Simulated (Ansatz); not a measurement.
The starting structures come from a database of crystals and need not be the phases stable at ambient conditions.

By PBEsol, the system below comes out a metal.

Without scattering a metal conducts by its projected Fermi surface.

```
CELL_PARAMETERS angstrom
      2.88913     0.00000     0.00000
      0.00000     4.08585     0.00000
      0.00000     2.04292     2.04292
ATOMIC_POSITIONS crystal
  Zn 0.50000 0.50000 0.00000
  Ni 0.00000 0.00000 0.00000
```

The cell is taken as given; by PBEsol it stands under a pressure of -7.6 GPa.

The current flows along the normal of the first two printed cell vectors, the (110) plane of the conventional cell. No spin-orbit coupling; the value is a mean over 0.1 eV about the Fermi level.

Task: Give the ballistic conductance per area that Ansatz (a quantum-chemistry and plane-wave program) with PBEsol yields.

Result: 0.98 × 10¹⁵ S/m² for both spins.
